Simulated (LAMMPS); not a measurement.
LAMMPS 22 Jul 2025, classical MD, EAM (W_zhou.eam.alloy): W, 2662 atoms.

task: MD, nve
potential: EAM, W_zhou.eam.alloy
copies of the repeat unit: 11×11×11
shape (slab and sphere leave vacuum in the box): bulk
steps: 2000
timestep: 2 fs
thermo: 50
newton: on (default)
atom_modify sort (bins of 2 Å where set): 1000 (default)
comm_style: brick (default)
box: 34.8 × 34.8 × 34.8 Å
start: generated bcc lattice, warmed in an untimed run

All runs start from one configuration, warmed at this fixed volume for 1000 steps under a thermostat at 2000 K. The run at a skin of 2 Å has a mean temperature of 2000 K and a mean pressure of 7.3 GPa.

Each setting ran once; only counts and results are compared.

With neigh_modify every 1 delay 0 check yes, skins of 0.1, 0.3, 0.5, 1, 1.5, 2, 3 Å were run. Further schedules:
- skin 0.3 Å, every 100 delay 0 check no
- skin 0.3 Å, every 1 delay 10 check yes
- skin 2 Å, every 1 delay 10 check yes
- skin 0.3 Å, every 20 delay 0 check no
- skin 2 Å, every 100 delay 0 check no
- skin 1 Å, every 1 delay 10 check yes
- skin 1 Å, every 100 delay 0 check no

A schedule rebuilds too seldom if it shows a dangerous build, rebuilds less often than the check at every step does at that skin, or fails.

**Question.** Name the settings that rebuild less often than the motion of the atoms asks.

**Answer.** With the check at every step the rebuilds are 937 at 0.1 Å, 325 at 0.3 Å, 197 at 0.5 Å, 96 at 1 Å, 57 at 1.5 Å, 1 at 2 Å, 0 at 3 Å. Too seldom: skin 0.3 Å, every 100 delay 0 check no; skin 0.3 Å, every 1 delay 10 check yes; skin 0.3 Å, every 20 delay 0 check no; skin 1 Å, every 100 delay 0 check no.

```
setting                                 rebuilds  dangerous builds  list entries an atom  change of the total energy (meV/atom)
--------------------------------------  --------  ----------------  --------------------  -------------------------------------
skin 0.1 Å, every 1 delay 0 check yes        937                 —                  68.4                                 −0.022
skin 0.3 Å, every 1 delay 0 check yes        325                 —                  74.7                                 −0.022
skin 0.5 Å, every 1 delay 0 check yes        197                 —                  81.4                                 −0.022
skin 1 Å, every 1 delay 0 check yes           96                 —                  86.2                                 −0.022
skin 1.5 Å, every 1 delay 0 check yes         57                 —                   108                                 −0.022
skin 2 Å, every 1 delay 0 check yes            1                 —                   132                                 −0.022
skin 3 Å, every 1 delay 0 check yes            0                 —                   166                                 −0.022
skin 0.3 Å, every 100 delay 0 check no        20       not counted                  74.7                                 −0.022
skin 0.3 Å, every 1 delay 10 check yes       200               200                  74.7                                 −0.022
skin 2 Å, every 1 delay 10 check yes           1                 0                   132                                 −0.022
skin 0.3 Å, every 20 delay 0 check no        100       not counted                  74.7                                 −0.022
skin 2 Å, every 100 delay 0 check no          20       not counted                   132                                 −0.022
skin 1 Å, every 1 delay 10 check yes          96                 0                  86.2                                 −0.022
skin 1 Å, every 100 delay 0 check no          20       not counted                  86.2                                 −0.022
```

Where the energy changes as in the checked runs, the late rebuilds cost nothing that shows in this run. List entries are as LAMMPS prints them (Ave neighs/atom).
